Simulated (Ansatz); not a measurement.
**Converging the plane-wave cutoff: Sn (Immm, 1 atom in the cell)**

```
CELL_PARAMETERS angstrom
     -1.69629     1.96052     2.11419
      1.69629    -1.96052     2.11419
      1.69629     1.96052    -2.11419
ATOMIC_POSITIONS crystal
  Sn 0.00000 0.00000 0.00000
```

Computed with PBEsol, default PAW files made with PBE (plane waves; Ansatz, a program for electronic structure).

Base settings: basis.ecutwfc = 420 eV; kpoints.mp_grid.grid = 13 13 13; hamiltonian.xc = pbesol; hamiltonian.pseudopotentials = {kind: paw} (the program's default PAW files); scf.occupations.method = fermi_dirac; scf.occupations.width = 0.1 eV.

The second cell is the first with its lattice scaled by 0.98.

The mesh stays at the base's, so the ladder's end is converged at best in this setting alone.

The first pressure column holds Ansatz's estimate of the finite-basis (Pulay) stress, which hides part of the cutoff error; the other is without it.

Only quantities that move along the ladder and can be compared are tabulated.

The count of work is k-points × plane waves × bands × iterations; it is no time. 

The starting cell comes from a database of computed structures (which also holds hypothetical and non-ambient phases and stackings), without a prior relaxation at this level. Its lattice was rescaled by up to half a per cent.

Steps (basis.ecutwfc): 145 eV; 170 eV; 190 eV; 210 eV; 230 eV; 250 eV; 295 eV; 335 eV; 380 eV; 420 eV; 460 eV; 505 eV; 565 eV; 630 eV; 735 eV; 840 eV; 1010 eV.

### Question
What is the coarsest basis.ecutwfc that holds the free energy within 2 meV/atom of the last step, with all finer ones?

### Answer
380 eV, at 0.20 of the last step's count of work; the step before is off by 5.0 meV/atom.

### Question
What is the coarsest basis.ecutwfc that holds the pressure within 1 GPa of the last step, with all finer ones?

### Answer
210 eV, at 0.077 of the last step's count of work; the step before is off by 2.9 GPa.

### Question
What is the coarsest basis.ecutwfc that holds the energy of the compressed cell less the first within 2 meV/atom of the last step, with all finer ones?

### Answer
295 eV, at 0.14 of the last step's count of work; the step before is off by 2.9 meV/atom.

```csv
basis.ecutwfc,free energy less the last step's (meV/atom),energy of the compressed cell less the first (meV/atom),pressure (GPa),pressure without the Pulay estimate (GPa),count of work / last
145 eV,48372.37,-33.15,-31.56,-1051.98,0.055
170 eV,17865.11,45.57,5.74,-475.61,0.063
190 eV,7673.42,11.24,-0.04,-237.59,0.070
210 eV,3214.10,-6.74,-2.15,-115.95,0.077
230 eV,1285.78,-6.45,-2.27,-54.84,0.091
250 eV,498.95,-19.77,-3.44,-26.17,0.11
295 eV,49.01,-16.46,-2.88,-5.98,0.14
335 eV,5.00,-16.16,-2.92,-3.23,0.15
380 eV,1.81,-16.66,-2.96,-2.99,0.20
420 eV,0.97,-16.73,-2.97,-3.00,0.23
460 eV,0.39,-16.79,-2.98,-2.99,0.26
505 eV,0.21,-16.83,-2.98,-2.98,0.30
565 eV,0.14,-16.83,-2.98,-2.98,0.37
630 eV,0.06,-16.84,-2.98,-2.98,0.41
735 eV,0.03,-16.84,-2.98,-2.98,0.54
840 eV,0.02,-16.84,-2.98,-2.98,0.75
1010 eV,0.00,-16.84,-2.98,-2.98,1.0
```

The energy difference between the two cells stays within 1 meV/atom of the last step's from 295 eV on, the total only from 420 eV on: much of the error is common to both cells and cancels.

Two neighbours can agree and both be off: 210 eV and 230 eV differ by 0.28 meV/atom in the energy of the compressed cell less the first, yet lie about 10 meV/atom from the last step.

At the lowest cutoff the pressure without the Pulay estimate lies 1050 GPa under the last step's, the usual sign of Pulay stress in an incomplete plane-wave basis.

Keys are those of Ansatz 0.2.
